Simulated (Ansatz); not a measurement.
Electronic density of states of amorphous Si24O50Zr, density 2.34 g/cm³, on a 2×2×2 Γ-centred mesh with a Gaussian width of 0.1 eV; energies count from the Fermi level, whose place inside the gap is arbitrary. Cell and mesh are small, so fine structure isn't converged. Method: PBE, scalar-relativistic without spin-orbit coupling (plane waves to 420 eV, PAW; Ansatz, a program for electronic structure). Sampling: a 2×2×2 Γ-centred mesh; Fermi-Dirac width 0.02 eV; no spin polarisation. At PBE the levels at the filled edge of the gap are localised (band-tail or defect states), and the nearest spread-out levels lie 5.2 eV apart at the zone centre.

The cell was made by melting and quenching with the CHGNet potential and then relaxed with DFT. O atoms were pushed apart under 1.9 Å during the dynamics, to hinder bonds among them. The hot cell started wider than the set density and was brought back towards it in steps. It is the lowest in DFT energy of 2 quenches. It is a model cell: composition and starting density were chosen by hand, and all elements were melted together. No dispersion term was used. Its density started from a set value of 2.31 and ended at 2.34 g/cm³. The quench (nominally 320 K/ps over its main leg) was far faster than any real one, so the model tends to hold more defects than a real film. One small periodic cell is one sample of the glass; other quenches scatter about these values. Volume and shape were free in the relaxation.

| E - EF (eV) | states/(eV atom) |
|---|---|
| -12.00 | 0.13 |
| -11.90 | 0.13 |
| -11.80 | 0.12 |
| -11.70 | 0.10 |
| -11.60 | 0.11 |
| -11.50 | 0.16 |
| -11.40 | 0.21 |
| -11.30 | 0.20 |
| -11.20 | 0.23 |
| -11.10 | 0.22 |
| -11.00 | 0.22 |
| -10.90 | 0.15 |
| -10.80 | 0.15 |
| -10.70 | 0.20 |
| -10.60 | 0.16 |
| -10.50 | 0.12 |
| -10.40 | 0.18 |
| -10.30 | 0.20 |
| -10.20 | 0.21 |
| -10.10 | 0.23 |
| -10.00 | 0.20 |
| -9.90 | 0.22 |
| -9.80 | 0.21 |
| -9.70 | 0.17 |
| -9.60 | 0.17 |
| -9.50 | 0.21 |
| -9.40 | 0.20 |
| -9.30 | 0.19 |
| -9.20 | 0.25 |
| -9.10 | 0.25 |
| -9.00 | 0.23 |
| -8.90 | 0.27 |
| -8.80 | 0.32 |
| -8.70 | 0.35 |
| -8.60 | 0.38 |
| -8.50 | 0.54 |
| -8.40 | 0.61 |
| -8.30 | 0.57 |
| -8.20 | 0.49 |
| -8.10 | 0.38 |
| -8.00 | 0.45 |
| -7.90 | 0.49 |
| -7.80 | 0.37 |
| -7.70 | 0.35 |
| -7.60 | 0.35 |
| -7.50 | 0.27 |
| -7.40 | 0.13 |
| -7.30 | 0.16 |
| -7.20 | 0.22 |
| -7.10 | 0.20 |
| -7.00 | 0.20 |
| -6.90 | 0.26 |
| -6.80 | 0.34 |
| -6.70 | 0.37 |
| -6.60 | 0.37 |
| -6.50 | 0.39 |
| -6.40 | 0.49 |
| -6.30 | 0.38 |
| -6.20 | 0.36 |
| -6.10 | 0.47 |
| -6.00 | 0.50 |
| -5.90 | 0.57 |
| -5.80 | 0.66 |
| -5.70 | 0.59 |
| -5.60 | 0.61 |
| -5.50 | 0.73 |
| -5.40 | 0.75 |
| -5.30 | 0.76 |
| -5.20 | 0.73 |
| -5.10 | 0.80 |
| -5.00 | 0.94 |
| -4.90 | 0.94 |
| -4.80 | 0.90 |
| -4.70 | 0.90 |
| -4.60 | 0.84 |
| -4.50 | 0.82 |
| -4.40 | 0.81 |
| -4.30 | 0.80 |
| -4.20 | 0.88 |
| -4.10 | 0.90 |
| -4.00 | 0.84 |
| -3.90 | 0.82 |
| -3.80 | 0.79 |
| -3.70 | 0.68 |
| -3.60 | 0.64 |
| -3.50 | 0.66 |
| -3.40 | 0.64 |
| -3.30 | 0.55 |
| -3.20 | 0.42 |
| -3.10 | 0.33 |
| -3.00 | 0.27 |
| -2.90 | 0.25 |
| -2.80 | 0.19 |
| -2.70 | 0.17 |
| -2.60 | 0.18 |
| -2.50 | 0.24 |
| -2.40 | 0.12 |
| -2.30 | 0.01 |
| -2.20 | 0.01 |
| -2.10 | 0.09 |
| -2.00 | 0.13 |
| -1.90 | 0.04 |
| -1.80 | 0.00 |
| -1.70 | 0.00 |
| -1.60 | 0.00 |
| -1.50 | 0.00 |
| -1.40 | 0.00 |
| -1.30 | 0.00 |
| -1.20 | 0.00 |
| -1.10 | 0.00 |
| -1.00 | 0.00 |
| -0.90 | 0.00 |
| -0.80 | 0.00 |
| -0.70 | 0.00 |
| -0.60 | 0.00 |
| -0.50 | 0.00 |
| -0.40 | 0.00 |
| -0.30 | 0.00 |
| -0.20 | 0.00 |
| -0.10 | 0.00 |
| 0.00 | 0.00 |
| 0.10 | 0.00 |
| 0.20 | 0.00 |
| 0.30 | 0.00 |
| 0.40 | 0.00 |
| 0.50 | 0.00 |
| 0.60 | 0.00 |
| 0.70 | 0.00 |
| 0.80 | 0.00 |
| 0.90 | 0.00 |
| 1.00 | 0.00 |
| 1.10 | 0.00 |
| 1.20 | 0.00 |
| 1.30 | 0.00 |
| 1.40 | 0.00 |
| 1.50 | 0.00 |
| 1.60 | 0.00 |
| 1.70 | 0.00 |
| 1.80 | 0.00 |
| 1.90 | 0.01 |
| 2.00 | 0.02 |
| 2.10 | 0.01 |
| 2.20 | 0.03 |
| 2.30 | 0.05 |
| 2.40 | 0.05 |
| 2.50 | 0.06 |
| 2.60 | 0.11 |
| 2.70 | 0.14 |
| 2.80 | 0.07 |
| 2.90 | 0.07 |
| 3.00 | 0.13 |
| 3.10 | 0.14 |
| 3.20 | 0.11 |
| 3.30 | 0.14 |
| 3.40 | 0.18 |
| 3.50 | 0.14 |
| 3.60 | 0.12 |
| 3.70 | 0.11 |
| 3.80 | 0.10 |
| 3.90 | 0.13 |
| 4.00 | 0.15 |
| 4.10 | 0.19 |
| 4.20 | 0.20 |
| 4.30 | 0.19 |
| 4.40 | 0.17 |
| 4.50 | 0.18 |
| 4.60 | 0.23 |
| 4.70 | 0.24 |
| 4.80 | 0.24 |
| 4.90 | 0.26 |
| 5.00 | 0.25 |
| 5.10 | 0.29 |
| 5.20 | 0.33 |
| 5.30 | 0.34 |
| 5.40 | 0.39 |
| 5.50 | 0.46 |
| 5.60 | 0.44 |
| 5.70 | 0.44 |
| 5.80 | 0.45 |
| 5.90 | 0.47 |

The level gap on this mesh is 4.01 eV; the broadening fills part of it in the curve.
